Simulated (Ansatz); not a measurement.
# Quick settings and what they miss: SiNi (Pnma, 8 atoms in the cell)

Self-consistent single point.

```
SiNi
1.0
    5.25465     0.00000     0.00000
    0.00000     3.39437     0.00000
    0.00000     0.00000     5.69231
Si Ni
4 4
Cartesian
  4.31454   2.54578   3.31475
  0.94011   0.84859   2.37757
  3.56744   0.84859   0.46859
  1.68722   2.54578   5.22372
  2.66910   0.84859   3.91927
  2.58555   2.54578   1.77304
  5.21288   2.54578   1.07312
  0.04177   0.84859   4.61920
```

Method: PBEsol, default PAW files made with PBE (plane waves; Ansatz, a program for electronic structure).

Base settings: basis.ecutwfc = 420 eV; kpoints.mp_grid.grid = 8 12 7; hamiltonian.xc = pbesol; hamiltonian.pseudopotentials = {kind: paw} (the program's default PAW files); scf.occupations.method = fermi_dirac; scf.occupations.width = 0.1 eV.

Tight run (finer mesh or higher cutoff; not a proven limit): basis.ecutwfc: 420 eV → 590 eV; kpoints.mp_grid.grid: 8 12 7 → 11 17 10; scf.convergence.dr2_threshold: default (1e-07 eV) → 1e-09 eV. It gave Fermi level (on the code's own zero) 13.73 eV; pressure -11.61 GPa; largest force (vector length) 0.130 eV/Å.

Quick runs, as changes from the base:
- A: basis.ecutwfc: 420 eV → 250 eV; kpoints.mp_grid.grid: 8 12 7 → 1 1 1; scf.convergence.dr2_threshold: default (1e-07 eV) → 0.0001 eV
- B: basis.ecutwfc: 420 eV → 250 eV; kpoints.mp_grid.grid: 8 12 7 → 6 6 6
- C: basis.ecutwfc: 420 eV → 210 eV; kpoints.mp_grid.grid: 8 12 7 → 8 8 8; kpoints.mp_grid.shift: default → 0.5 0.5 0.5
- D: basis.ecutwfc: 420 eV → 210 eV; kpoints.mp_grid.grid: 8 12 7 → 2 2 2; hamiltonian.xc: pbesol → lda [LDA (PW92)]
- E: basis.ecutwfc: 420 eV → 335 eV; kpoints.mp_grid.grid: 8 12 7 → 6 6 6

Energies are extrapolated to zero smearing width, which holds to low order in the width alone.

Dashes: energy of D, another energy zero.

† marks runs with another functional, U, potentials or spin treatment: their distance from the tight run is not a convergence error alone.

The count of work is k-points × plane waves × bands × iterations; it is no time. 

Pressures in the table are Ansatz's without its Pulay estimate, at a fixed set of plane waves; the tight run's value above holds the estimate.

The starting cell comes from a database of computed structures (which also holds hypothetical and non-ambient phases and stackings), without a prior relaxation at this level. Its lattice was rescaled by a random factor within 2.5 % of one. Spin polarisation is off. In the base run, with a pressure of about -12 GPa the cell is away from its equilibrium volume at this level.

```tsv
run	energy less tight (meV/atom)	pressure less tight (GPa)	largest miss in a force vector (eV/Å)	count of work / tight
A	1298.5	-103.42	1.089	0.00056
B	1257.2	-97.03	0.105	0.048
C	5326.6	-329.83	0.132	0.037
D†	–	-340.77	0.355	0.0046
E	28.6	-4.16	0.017	0.066
```

Among the runs at the tight run's level, the energy misses run from 28.6 to 5326.6 meV/atom.

Keys are those of Ansatz 0.2.
